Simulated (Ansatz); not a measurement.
L1₀ (CuAu-type) FePt, treated with PBE-D3(BJ) in Ansatz (PAW).

Settings: plane-wave cutoff 520 eV, 24×24×18 k mesh (along the axes of the cell as run), Fermi–Dirac smearing 0.054 eV (set by the program), spin-polarised with parallel moments, scalar-relativistic PAW data made under PBE.

Computed at the level's own relaxed cell.

Hill averages of the elastic tensor: K = 221.2 GPa, G = 105.9 GPa. Volume 13.599 Å³/atom, mean atomic mass 125.465 u.

**Question.** Work out the density, the sound velocities of a polycrystal and the elastic Debye temperature, and Pugh's ratio at this level.

**Answer.** ρ = 1.66054 × 125.465/13.599 = 15.320 g/cm³. v_l = √[(K + 4G/3)/ρ] = 4.864 km/s and v_t = √(G/ρ) = 2.629 km/s. The mean follows from 3/v_m³ = 1/v_l³ + 2/v_t³: v_m = 2.934 km/s. Θ_D = (ħ/k_B) v_m (6π²/V)^(1/3) = 76.38 K Å s/km × 2.934 × 1.6330 Å⁻¹ = 366 K, counting all atoms of the cell. K/G = 2.09, to be set beside Pugh's rough bound of 1.75 between brittle and ductile metals.

Note: the dispersion coefficients are held fixed in the derivatives.

Ansatz is an electronic-structure program.
